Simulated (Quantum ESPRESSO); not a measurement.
Checking a run of Quantum ESPRESSO on Ta (Im-3m, 1 atom in the cell). The aim is a self-consistent single point with DFT, PBEsol, plane waves, PseudoDojo standard norm-conserving (PBESOL) pseudopotentials.

Cell that was meant: a = 2.9335 Å, b = 2.9335 Å, c = 2.9335 Å, α = 109.47°, β = 109.47°, γ = 109.47°.

Part of the input:

```fortran
  occupations = 'smearing'
  smearing = 'marzari-vanderbilt'
  degauss = 0.0073499
  tot_charge = 1
/
&electrons
  conv_thr = 1.0d-10
```

Output, abridged:

```
     Message from routine setup:
     using ibrav=0 with symmetry is DISCOURAGED, use correct ibrav instead
     G-vector sticks info
   [... lines left out ...]
                       cart. coord. in units 2pi/alat
        k(    1) = (   0.0000000   0.0000000   0.0000000), wk =   0.0015026
        k(    2) = (   0.0787296   0.0787296   0.0000000), wk =   0.0180316
        k(    3) = (   0.1574592   0.1574592   0.0000000), wk =   0.0180316
   [... 53 lines left out ...]

     Dense  grid:     8247 G-vectors     FFT dimensions: (  27,  27,  27)

     Initial potential from superposition of free atoms

     starting charge      12.9992, renormalised to      12.0000
     Self-consistent Calculation

     iteration #  1     ecut=    60.00 Ry     beta= 0.70

     Threshold (ethr) on eigenvalues was too large:
     Diagonalizing with lowered threshold

     total energy              =    -131.35163142 Ry
     estimated scf accuracy    <       0.10601684 Ry

     iteration #  2     ecut=    60.00 Ry     beta= 0.70

     total energy              =    -131.37967893 Ry
     estimated scf accuracy    <       0.00341126 Ry

     iteration #  3     ecut=    60.00 Ry     beta= 0.70

     total energy              =    -131.38008285 Ry
     estimated scf accuracy    <       0.00010441 Ry

   [... 3 blocks of this kind left out ...]

     iteration #  7     ecut=    60.00 Ry     beta= 0.70

     total energy              =    -131.38009715 Ry
     estimated scf accuracy    <          4.1E-10 Ry

     iteration #  8     ecut=    60.00 Ry     beta= 0.70
     End of self-consistent calculation

     the Fermi energy is    16.5965 ev

!    total energy              =    -131.38009715 Ry
     estimated scf accuracy    <          4.9E-11 Ry
     smearing contrib. (-TS)   =      -0.00014125 Ry
     internal energy E=F+TS    =    -131.37995590 Ry

     convergence has been achieved in   8 iterations

     Forces acting on atoms (cartesian axes, Ry/au):

     atom    1 type  1   force =     0.00000000    0.00000000    0.00000000

     Total force =     0.000000     Total SCF correction =     0.000000

          total   stress  (Ry/bohr**3)                   (kbar)     P=    -1747.27
  -0.01187770   0.00000000  -0.00000000        -1747.27        0.00       -0.00
   0.00000000  -0.01187770  -0.00000000            0.00    -1747.27       -0.00
  -0.00000000  -0.00000000  -0.01187770           -0.00       -0.00    -1747.27

   JOB DONE.
```

Q: Can these results be used? Check the input.

A: The run is not sound. The fault is an unintended net charge. A charged periodic cell changes the electron count and is neutralised by a uniform background, so energy, forces and pressure belong to another system. To fix it, remove the charge. The run converged in 8 iterations without an error; against the sound input the pressure goes from -16.91 to -174.7 GPa.

An input that runs soundly differs in these lines (not the only fix; some lines may just follow from the change or write a value another way):
```diff
-  tot_charge = 1
```

With that input, the run converged in 7 iterations: free energy E − TS -1770.8624 eV; Fermi level (on the code's own zero) 16.71 eV; pressure -16.91 GPa (DFT, PBEsol, plane waves, PseudoDojo standard norm-conserving (PBESOL) pseudopotentials).

On the sound input: the starting cell comes from a database of computed structures (which also holds hypothetical and non-ambient phases and stackings), without a prior relaxation at this level. Its lattice was rescaled by a random factor within 2.5 % of one. Spin polarisation is off. With a pressure of about -17 GPa the cell is away from its equilibrium volume at this level.
